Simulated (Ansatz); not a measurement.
Take AlN in the zinc blende structure (space group F-43m, No. 216) as the base.

```yaml
crystal:
  lattice:
    - [0.00000, 2.18885, 2.18885]
    - [2.18885, 0.00000, 2.18885]
    - [2.18885, 2.18885, 0.00000]
  atoms:
    - { symbol: N, position: [0.75000, 0.75000, 0.75000] }
    - { symbol: Al, position: [0.00000, 0.00000, 0.00000] }
```

Cartesian axes are those of the cell as printed.

The values are results of PBEsol in Ansatz (plane waves to 420 eV, PAW, spin-orbit coupling left out), not measurements.

Base values:

```
Quantity    Value
--------  -------
Band gap  3.19 eV
```

Modification: biaxial strain +1.21 %, plane normal [001], relaxed out of plane (Cartesian); in-plane vectors clamped, the third vector and the atoms free.

### Question
What happens to the band gap, in-plane stress and ratio −ε⊥/ε∥?

### Answer
The band gap drops by 0.145 eV to 3.05 eV; the mean in-plane stress (compression positive) comes out as -3.1 GPa; the ratio −ε⊥/ε∥ comes out as 1.14.

Stability against distortions was not tested. This is not the structure that AlN has at room temperature and ambient pressure.

Ansatz is a program for electronic structure.
